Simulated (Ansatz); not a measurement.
The parent structure is GaN in the wurtzite structure (space group P6_3mc, No. 186).

```
GaN
1.0
    3.18312     0.00000     0.00000
   -1.59156     2.75667     0.00000
    0.00000     0.00000     5.18363
Ga N
2 2
Direct
  0.66667   0.33333   0.00099
  0.33333   0.66667   0.50099
  0.66667   0.33333   0.62421
  0.33333   0.66667   0.12421
```

Cartesian axes are those of the cell as printed.

Method: Ansatz (a first-principles code) r2SCAN, no spin-orbit coupling.

Strains are applied to the cell and any free atomic positions relax; under stress the whole cell relaxes.

One change was made to it. Results:

```tsv
quantity	base	after
energy relative to the base (free energy F)	0 meV/atom	+5.4 meV/atom
band gap	2.35 eV	2.44 eV
```

Question: Name the change that was made.
(A) uniaxial stress, 2 GPa tension along x
(B) uniaxial stress, 1 GPa compression along x
(C) isotropic strain −0.69 %
(D) strain tensor (xx, yy, zz, yz, xz, xy) = (+0.23, +1.33, +0.37, −0.29, −0.73, +0.68) %
(E) strain tensor (xx, yy, zz, yz, xz, xy) = (−0.01, −1.55, −0.72, +0.52, −0.17, +0.43) %

Answer: E, strain tensor (xx, yy, zz, yz, xz, xy) = (−0.01, −1.55, −0.72, +0.52, −0.17, +0.43) %. For comparison, the band gap in the other runs: uniaxial stress, 2 GPa tension along x gives 2.31 eV; uniaxial stress, 1 GPa compression along x gives 2.34 eV; isotropic strain −0.69 % gives 2.50 eV; strain tensor (xx, yy, zz, yz, xz, xy) = (+0.23, +1.33, +0.37, −0.29, −0.73, +0.68) % gives 2.17 eV.

Beyond what the load breaks, stability against distortions was not tested.
